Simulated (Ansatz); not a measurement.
SrCl2 under a change: isotropic strain +1.50 %

The reference is SrCl₂ in the fluorite structure (space group Fm-3m, No. 225; a = 7.041 Å).

One thing is altered: the cell is scaled by 1.0150 in all directions; the atoms relax in the strained cell.

Method: DFT with PBE, PAW potentials and a 420 eV plane-wave cutoff in Ansatz (an electronic-structure program), without spin-orbit coupling. Settings: 8×8×8 k-points, 0.05 eV Fermi–Dirac smearing.

* **Space group**: Fm-3m (No. 225) (base Fm-3m (No. 225))
* **Shortest interatomic distance**: 3.095 Å (base 3.049 Å)
* **Energy relative to the base (free energy F)**: +5.9 meV/atom
* **Pressure**: -1.36 GPa (base 0.00 GPa)
* **Band gap**: 5.07 eV (base 5.24 eV)
* **Gap character**: indirect, X → Γ (base indirect, X → Γ)
* **Smallest direct gap**: 5.37 eV (base 5.52 eV)
* **Mean gap deformation potential ΔEg/Δln V**: -3.8 eV
* **Width of the top valence band**: 0.95 eV (base 1.01 eV)
* **Electron mass**: 0.39 mₑ (at Γ) (base 0.38 mₑ (at Γ))

Final structure:

```yaml
crystal:
  lattice:
    - [0.00000, 3.57331, 3.57331]
    - [3.57331, 0.00000, 3.57331]
    - [3.57331, 3.57331, 0.00000]
  atoms:
    - { symbol: Sr, position: [0.00000, 0.00000, 0.00000] }
    - { symbol: Cl, position: [0.25000, 0.25000, 0.25000] }
    - { symbol: Cl, position: [0.75000, 0.75000, 0.75000] }
```

Effective masses come from finite differences of ±0.01 Å⁻¹. Gaps are Kohn–Sham eigenvalue differences; semilocal functionals usually give less than the measured gap. Whether these cells are dynamically stable was not tested.
